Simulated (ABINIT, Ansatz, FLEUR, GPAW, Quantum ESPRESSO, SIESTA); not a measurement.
One structure in several programs: InF₃ (R-3c, 8 atoms in the cell)

Self-consistent single point.

```
CELL_PARAMETERS angstrom
      2.60214     1.50235     4.90751
     -2.60214     1.50235     4.90751
      0.00000    -3.00469     4.90751
ATOMIC_POSITIONS crystal
  In 0.50000 0.50000 0.50000
  In 0.00000 0.00000 0.00000
  F  0.39571 0.75000 0.10429
  F  0.60429 0.25000 0.89571
  F  0.10429 0.39571 0.75000
  F  0.89571 0.60429 0.25000
  F  0.75000 0.10429 0.39571
  F  0.25000 0.89571 0.60429
```

All programs got the same cell, k-point mesh and kind of occupations (in Ansatz's words: kpoints.mp_grid.grid = 5 5 5; scf.occupations.method = fermi_dirac; scf.occupations.width = 0.05 eV); potentials, basis and cutoffs are each program's usual ones.

```csv
code,model,pressure (GPa),largest force (eV/Å),gap on the mesh (eV),k-points,cutoff
SIESTA,"LDA PW92, numerical atomic orbitals DZP, PseudoDojo LDA standard norm-conserving potentials (rewritten from UPF to PSML)",-2.90,0.015,3.844,63,grid 300 Ry
ABINIT,"LDA (PW92), PAW (JTH v2.0 LDA PAW)",-4.89,0.225,3.998,19,653 eV
Ansatz,"LDA (PW92), default PAW files made with PBE",-5.14,0.204,4.036,19,default
Quantum ESPRESSO,"LDA (PZ), GBRV 1.5 ultrasoft (LDA) pseudopotentials",-5.92,0.257,3.998,19,40 Ry
FLEUR,"LDA (Perdew-Zunger), all-electron FLAPW (FLEUR), scalar-relativistic valence",–,–,4.077,19,Kmax 4.6 1/bohr
GPAW,"LDA (Perdew-Wang 92), GPAW PAW datasets LDA (gpaw-data 1.0.1)",–,0.226,4.027,19,950 eV
```

A dash marks a value that a program does not give, or that is left out as unsure.

Gaps are read on the mesh.

The spread over the programs that give each value: pressure within 3.02 GPa; largest force within 0.242 eV/Å; gap on the mesh within 0.233 eV.

The starting cell comes from a database of computed structures (which also holds hypothetical and non-ambient phases and stackings), without a prior relaxation at this level. On Ansatz's run: In the base run, with a pressure of about -4 GPa the cell is away from its equilibrium volume at this level.

### Question
Why do the programs differ, and what cannot be compared?

### Answer
Differences of this kind can come from the potentials, where these differ, and from what each basis and cutoff leave unconverged. The zero of total energies and Fermi levels follows the potentials and each program's conventions, so they are not compared here. SIESTA uses small atom-centred bases, whose incompleteness enters pressures, forces and empty levels differently from a plane-wave cutoff. FLEUR treats all electrons, but the usual bases taken here (sphere radii, linearisation, local orbitals, empty states) were not tested for convergence, so the values are no reference for the others. Ansatz's pressure is given at a fixed set of plane waves, as the other plane-wave codes print theirs; with its correction for the finite basis it is -4.19 GPa (the shift of 0.95 GPa shows how far the cutoff is from converged). The pressure of GPAW is left out: its cutoff lies under the one at which its stress was checked. The same LDA comes in different parametrisations, which differ slightly. The programs reduce the same mesh by symmetry to different extents, which changes the work and not the result. In the pressure, SIESTA (by 2.24) lies more than 1 GPa from the median of the plane-wave programs. In the gap, SIESTA (by 0.168) lies more than 0.12 eV from the median of the plane-wave programs. In the force vectors, SIESTA (by 0.210) lies more than 0.08 eV/Å from the median of the plane-wave programs.

Left out of this page: CP2K (unsound by tests on forces, stress, charge or solver warnings).

Ansatz is a quantum-chemistry and plane-wave program.

Keys are those of Ansatz 0.2.
